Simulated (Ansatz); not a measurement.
Base system: AgCl in the rock salt structure (space group Fm-3m, No. 225).

```yaml
crystal:
  lattice:
    - [0.00000, 2.72374, 2.72374]
    - [2.72374, 0.00000, 2.72374]
    - [2.72374, 2.72374, 0.00000]
  atoms:
    - { symbol: Ag, position: [0.00000, 0.00000, 0.00000] }
    - { symbol: Cl, position: [0.50000, 0.50000, 0.50000] }
```

Cartesian axes are those of the cell as printed.

The values are results of Ansatz (a quantum-chemistry and plane-wave program) PBEsol, scalar-relativistic without spin-orbit coupling, not measurements.

Strains are applied to the cell and any free atomic positions relax; under biaxial strain the out-of-plane vector relaxes too.

One change was made to it. Results:

```tsv
quantity	base	after
valley order (the lowest conduction-band minima on the path, energy above the VBM, named in the base's zone)	Γ 0.72 eV; X along ⟨100⟩ 2.13 eV	Γ 0.69 eV; X along [001] 2.09 eV; X along [100] 2.11 eV
pressure (mean of the normal stresses, compression positive)	0.00 GPa	-0.21 GPa
energy relative to the base (free energy F)	0 meV/atom	+0.2 meV/atom
```

Question: Which change produced these results?
(A) biaxial strain +1.50 %, plane normal [001], relaxed out of plane
(B) biaxial strain +0.50 %, plane normal [001], relaxed out of plane
(C) biaxial strain +2.50 %, plane normal [001], relaxed out of plane

Answer: B, biaxial strain +0.50 %, plane normal [001], relaxed out of plane. For comparison, the valley order in the other runs: biaxial strain +2.50 %, plane normal [001], relaxed out of plane gives Γ 0.59 eV; X along [001] 1.99 eV; X along [100] 2.05 eV; biaxial strain +1.50 %, plane normal [001], relaxed out of plane gives Γ 0.63 eV; X along [001] 2.03 eV; X along [100] 2.07 eV.

The levels and masses belong to the bands next to the band gap. Whether these cells are dynamically stable was not tested.
